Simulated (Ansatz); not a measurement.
How far a parabola holds: energy against volume of fluorite PbF2 (high-temperature phase)

Fluorite PbF2 (high-temperature phase) was calculated with r²SCAN (PAW; Ansatz, a first-principles code). Numerical settings: plane-wave cutoff 560 eV, 10×10×10 k mesh, Fermi–Dirac smearing 0.01 eV, scalar-relativistic PAW data made under PBE. The cell has no free parameter but its volume, all volumes share cutoff and mesh, and the runs aren't spin-polarised. Energies are free energies at the run's smearing, counted from the lowest row; static lattice.

| V (Å³/atom) | E (meV/atom) |
|---|---|
| 16.258 | ? |
| 16.604 | 7.20 |
| 16.950 | 1.73 |
| 17.296 | 0.00 |
| 17.642 | 1.61 |
| 17.988 | 6.20 |

Fit E of the 5 rows that show it with a parabola. With u = V - 17.3, the rows have u = -0.6960, -0.3500, -0.0040, 0.3420, 0.6880. Least squares gives E = -0.006 - 0.5007·u + 13.9974·u². Residuals (row less fit): 0.077, -0.154, 0.004, 0.150, -0.075; standard error 0.170 (degrees of freedom: 2). The fitted curve has its minimum at V = 17.3, where E = -0.01. Its curvature is d²E/dV² = 2 × 13.9974 meV/Å⁶, so B = V0·d²E/dV² × 0.1602 = 77.7 GPa.

What does the fit predict for E at V = 16.258, and how far is the calculated value from it?

u = -1.0420, so E = -0.006 - 0.5007 × (-1.0420) + 13.9974 × (-1.0420)² = 15.714 meV/atom. The calculation gives 16.88 meV/atom, 1.166 meV/atom above the prediction (6.9 % of the range of E in the table). The row lies outside the fitted rows, so this is an extrapolation. From the scatter of the fitted rows alone, a prediction at this place has a standard error of 0.402 meV/atom, so the miss is 2.9 times that.

The residuals are curvature that a parabola lacks, not noise. A solid that stiffens under compression and softens on expansion lies above the parabola at the compressed end and under it at the expanded end, as this row does. A third-order Birch-Murnaghan fit to the whole scan has B0 = 77.2 GPa. Only scans are tabulated whose curvature falls smoothly with volume, and where the parabola meets the shown rows within 5 % of their range and misses the end by 0.1 meV or more.

Measured, for comparison: bulk modulus 64 GPa (temperature not stated, no zero-point or thermal correction; as tabulated in Cadelano and Cappellini (2011), arXiv:1107.5962). Computed less measured: bulk modulus +21 %.

Spin–orbit coupling is not included; it can shift volumes and moduli of such heavy elements.
